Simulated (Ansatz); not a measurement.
Ansatz (a program for electronic structure) is run on CoIr (P-6m2, 2 atoms in the cell), and the run fails. The aim is a self-consistent single point with DFT, PBEsol, plane waves, default PAW files made with PBE.

Cell that was meant: a = 2.6746 Å, b = 2.6746 Å, c = 4.1025 Å, α = 90.00°, β = 90.00°, γ = 120.00°.

Part of the input:

```yaml
  occupations:
    method: fermi_dirac
    width: 0.05
  max_iter: 2
output:
  forces: true
  eigenvalues: true
```

Output (repeated stretches shortened):

```
SCF iter   1: F=—  HF=-16891.971482 eV  |F-HF|=—  |Δ(HF+E_count)|=         —  Δρ=1.07e-1 (↑1.07e-1 ↓3.72e-2)  dr2=1.54e0  dr2_m=9.37e-1  M=2.165 μB ∫|m|=2.250 μB  β_m=0.30  ethr=3.10e-3  ⟨swp⟩=4.2  Hψ=49964  notcnv=0
Mixer restart at iter 1: flushing history
all-band conjugate gradients solve this SCF's bands
preconditioner: auto → none
SCF iter   2: F=—  HF=-16891.369832 eV  |F-HF|=—  |Δ(HF+E_count)|=   6.02e-1  Δρ=6.06e-2 (↑5.94e-2 ↓6.06e-2)  dr2=3.61e-1  dr2_m=7.62e-1  M=2.022 μB ∫|m|=2.115 μB  β_m=0.51  ethr=3.10e-3  ⟨swp⟩=4.1  Hψ=36569  notcnv=0
Error: did not converge after 2 iterations: magnetization_residual = 7.62e-1 (threshold 1.00e-7), under the density mixer `msr1`, which `scf.mixing.algorithm: auto` chose by the deck's other keys (type `scf.mixing.algorithm: msr1` to keep it); raise `scf.max_iter`, which need not help a stalled SCF, or adjust the mixing (`scf.mixing`) or, under a smearing, its width (`scf.occupations.width`, in either direction: another width is another result); this SCF holds its density and magnetisation to the symmetry operations that it keeps, and cannot end on a state that breaks one of them: if the state sought breaks one, re-run with `crystal.symmetry.detect: false`, without [...]
```

Task: What is wrong, and how is it fixed?

Result: The fault is an iteration limit that is too low. The loop is cut before its threshold is met, so whatever is printed at the end is not self-consistent. To fix it, raise the limit, or leave it to the default. The run ended unconverged after 2 iterations.

The sound input it was made from differs as follows (other fixes are possible):
```diff
-  max_iter: 2
```

With that input, the run converged in 14 iterations: free energy E − TS (on the zero of these files) -16891.9445 eV; Fermi level (on the code's own zero) 22.08 eV; pressure -5.57 GPa; size of the cell's spin moment 1.75 μB (DFT, PBEsol, plane waves, default PAW files made with PBE).

On the sound input: the starting cell comes from a database of computed structures (which also holds hypothetical and non-ambient phases and stackings), without a prior relaxation at this level. With one magnetic atom in the cell only a parallel order is possible. With a pressure of about -6 GPa the cell is away from its equilibrium volume at this level. Ansatz's pressure includes its estimate of the finite-basis (Pulay) stress.

Keys are those of Ansatz 0.2.
